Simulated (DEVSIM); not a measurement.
Structure: abrupt Si p-n junction, at 300 K.

Layer 1 from the left is Si, thickness (μm) 0.310, Na (cm⁻³) 4.2e17, τn (s) 1.5e-6, τp (s) 1.5e-6. Layer 2 from the left is Si, thickness (μm) 120, Nd (cm⁻³) 4.9e17, τn (s) 1.5e-6, τp (s) 1.5e-6.

Left contact: ohmic. Right contact: ohmic. Voltage is applied to the left contact. Recombination: SRH at mid-gap, Auger. Mobility is μmin + (μ − μmin)/(1 + (N/Nref)^α).

This is a model device: material constants are rounded textbook-type values typed into the input, and sizes, dopings and lifetimes were drawn at random. Values at 300 K.

Si: gap (eV) 1.124, affinity (eV) 4.05, permittivity 11.7, Nc (cm⁻³) 2.86e19, Nv (cm⁻³) 3.1e19, μn (cm²/Vs) 1417, μp (cm²/Vs) 470, μn,min 52, μp,min 45, Nref,n 9.7e16, Nref,p 2.2e17, αn 0.68, αp 0.72, Cn (cm⁶/s) 2.8e-31, Cp (cm⁶/s) 9.9e-32.

Simulated with DEVSIM: 1D drift-diffusion, Boltzmann statistics, complete ionisation; no tunnelling, impact ionisation, image-force lowering or self-heating.

Dark forward current:

```tsv
|V| (V)	|J| (A/cm²)
0.05	4.866e-10
0.10	2.166e-9
0.15	9.714e-9
0.20	5.097e-8
0.25	3.058e-7
0.30	1.980e-6
0.35	1.328e-5
0.40	9.046e-5
0.45	0.0006197
0.50	0.004255
0.55	0.02922
0.60	0.2002
0.65	1.351
0.70	8.348
0.75	37.16
0.80	99.74
0.85	186.6
0.90	287.0
0.95	395.4
1.00	509.0
1.05	626.6
1.10	747.3
1.15	870.7
1.20	996.6
1.25	1125
1.30	1255
```

### Question
Work out the local ideality factor n = ΔV / (kT/q · ln(J2/J1)) between the rows 0.15 and 0.20 V, 0.50 and 0.55 V, 1.25 and 1.30 V.

### Answer
kT/q = 25.85 mV. From 0.15 to 0.20 V: ln(5.097e-8/9.714e-9) = 1.658, n = 1.17. From 0.50 to 0.55 V: ln(0.02922/0.004255) = 1.927, n = 1.00, near the 1 of diffusion or emission over a barrier. From 1.25 to 1.30 V: ln(1255/1125) = 0.109, n = 17.69.

### Question
Estimate the current at 0.45 V from the Shockley equation with J0 = Σ q ni² D/(N L) coth(W/L), τ joining the SRH, radiative and Auger lifetimes that are on, and W taken as the whole layer.

### Answer
ni² = 1.16e20 cm⁻⁶; electrons in the p layer: μ = 420 cm²/Vs, D = 10.9 cm²/s, τ = 1.46e-6 s, L = 39.8 μm, W/L = 0.0078, term 1.55e-11 A/cm²; holes in the n layer: μ = 198 cm²/Vs, D = 5.12 cm²/s, τ = 1.36e-6 s, L = 26.4 μm, W/L = 4.5, term 7.34e-14 A/cm². J0 = 1.56e-11 A/cm², and J = J0 exp(qV/kT) = 0.000565 A/cm². The simulation gives 0.000620 A/cm²; the estimate lies 8.8 % below. The estimate leaves out recombination in the depletion region and that region's share of W.
